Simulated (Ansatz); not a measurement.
# Hypothetical CsCl type TiAs, response to strain

The parent structure is TiAs in the CsCl type structure (space group Pm-3m, No. 221; a = 3.1839 Å; a hypothetical phase, not in the database extracts checked; relaxed with 0.1 eV smearing). Axes: x, y, z lie along the cube axes.

Strains are applied to the cell and any free atomic positions relax; under biaxial strain the out-of-plane vector relaxes too; under stress the whole cell relaxes.

Computed with r2SCAN (Ansatz, a first-principles code; PAW; 500 eV plane waves; scalar-relativistic without spin-orbit coupling).

Notes on the quantities. energy relative to the base: free energy F.

```json
[
 {"variant": "base", "energy relative to the base": "0 meV/atom", "volume per atom": "16.14 Å³", "space group": "Pm-3m (No. 221)"},
 {"variant": "biaxial strain −0.54 %, plane normal [001], relaxed out of plane", "energy relative to the base": "+0.2 meV/atom", "volume per atom": "16.10 Å³", "space group": "P4/mmm (No. 123)"},
 {"variant": "biaxial strain −2.10 %, plane normal [110], relaxed out of plane", "energy relative to the base": "+1.7 meV/atom", "volume per atom": "16.04 Å³", "space group": "Cmmm (No. 65)"},
 {"variant": "biaxial strain +0.47 %, plane normal [111], relaxed out of plane", "energy relative to the base": "-0.2 meV/atom", "volume per atom": "16.10 Å³", "space group": "R-3m (No. 166)"},
 {"variant": "biaxial strain +4.10 %, plane normal [111], relaxed out of plane", "energy relative to the base": "-5.0 meV/atom", "volume per atom": "16.37 Å³", "space group": "R-3m (No. 166)"},
 {"variant": "isotropic strain +0.24 %", "energy relative to the base": "+0.3 meV/atom", "volume per atom": "16.26 Å³", "space group": "Pm-3m (No. 221)"},
 {"variant": "isotropic strain +5.97 %", "energy relative to the base": "+172 meV/atom", "volume per atom": "19.20 Å³", "space group": "Pm-3m (No. 221)"},
 {"variant": "uniaxial strain ε_yy = −0.68 %", "energy relative to the base": "+0.3 meV/atom", "volume per atom": "16.03 Å³", "space group": "P4/mmm (No. 123)"},
 {"variant": "uniaxial strain ε_yy = −0.17 %", "energy relative to the base": "0.0 meV/atom", "volume per atom": "16.11 Å³", "space group": "P4/mmm (No. 123)"},
 {"variant": "uniaxial stress, 1 GPa tension along z", "energy relative to the base": "+0.9 meV/atom", "volume per atom": "16.18 Å³", "space group": "P4/mmm (No. 123)"}
]
```

Stability under load was not tested beyond the relaxation. The final runs are not spin-polarised. An odd electron count without spin: TiAs. Under biaxial strain +0.47 %, plane normal [111], relaxed out of plane and biaxial strain +4.10 %, plane normal [111], relaxed out of plane the cell ends below the base's energy or with stress of the wrong sign: the atoms slid into a distortion or the cell is elastically unstable, so the base is not a stable minimum at this level. TiAs has a high density of states at the Fermi level and may be magnetic at this level.
